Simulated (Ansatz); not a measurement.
# TaAs (model structure, started from the FeSi type, P2₁3, No. 198, 8 atoms in the cell)

Level of theory: PBEsol (Ansatz, a quantum-chemistry and plane-wave program, PAW).

Numerical settings: plane-wave cutoff 500 eV, 8×8×8 k mesh, Fermi–Dirac smearing 0.05 eV, scalar-relativistic PAW data made under PBE.

Cell (relaxed at this level):

```cif
data_As4Ta4
_chemical_formula_sum 'Ta4 As4'
_space_group_name_H-M_alt 'P 1'
_space_group_IT_number 1
_cell_length_a 5.07285
_cell_length_b 5.07285
_cell_length_c 5.07285
_cell_angle_alpha 90.000
_cell_angle_beta 90.000
_cell_angle_gamma 90.000
loop_
_space_group_symop_operation_xyz
  'x, y, z'
loop_
_atom_site_label
_atom_site_type_symbol
_atom_site_fract_x
_atom_site_fract_y
_atom_site_fract_z
_atom_site_occupancy
Ta1 Ta 0.13955 0.13955 0.13955 1
Ta2 Ta 0.63955 0.36045 0.86045 1
Ta3 Ta 0.86045 0.63955 0.36045 1
Ta4 Ta 0.36045 0.86045 0.63955 1
As1 As 0.84507 0.84507 0.84507 1
As2 As 0.34507 0.65493 0.15493 1
As3 As 0.15493 0.34507 0.65493 1
As4 As 0.65493 0.15493 0.34507 1
```

```json
{
  "band_gap": "zero (no gap)"
}
```

Note: the relaxation could raise the start's symmetry but not lower it, so the cell can be a saddle point.

Spin–orbit coupling is not included.

Computed values are for the static lattice.

The result took around 5 core-minutes (rough).

A model structure was made by putting elements into a prototype or built by hand; it is no filed structure, need not be a known phase, and can be a saddle point held by its symmetry.
